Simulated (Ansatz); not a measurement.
Phonon-limited transport in metals: Ni₃Si (Pm-3m) under several functionals (Ansatz, a program for electronic structure, without spin-orbit coupling). The PBE cell:

Space group Pm-3m (No. 221); a = b = c = 3.506 Å, α = β = γ = 90.00°

| atom | site | symmetry | x | y | z |
|---|---|---|---|---|---|
| Si | 1a | m-3m | 0.0000 | 0.0000 | 0.0000 |
| Ni | 3c | 4/mm.m | 0.0000 | 0.5000 | 0.5000 |

```
Functional  cell relaxed with  volume (Å³/atom)  resistivity at 300 K
----------  -----------------  ----------------  --------------------
PBE                       PBE             10.77              40 μΩ·cm
PBEsol                 PBEsol             10.36              35 μΩ·cm
```

For the resistivity at 300 K, PBE gives 40 μΩ·cm and PBEsol 35 μΩ·cm: PBE lies 16 % above.

The PBE and PBEsol rows stand on cells whose volumes differ by 4.0 %, so the difference holds the effect of the cell as well as that of the functional.

Metals; harmonic phonons alone scatter; means over directions. Halving the electron mesh moves these values by up to 8 %; q meshes are mostly untested. Some of the runs warned that the eigensolver left states short of its tolerance. Spin-orbit coupling is left out.

Computed structure with no diffraction record at hand here (it may be known, metastable or hypothetical): Ni3Si (Pm-3m). Treated as nonmagnetic (a ferromagnetic start lost its moment, other orders weren't tried): Ni3Si (Pm-3m).
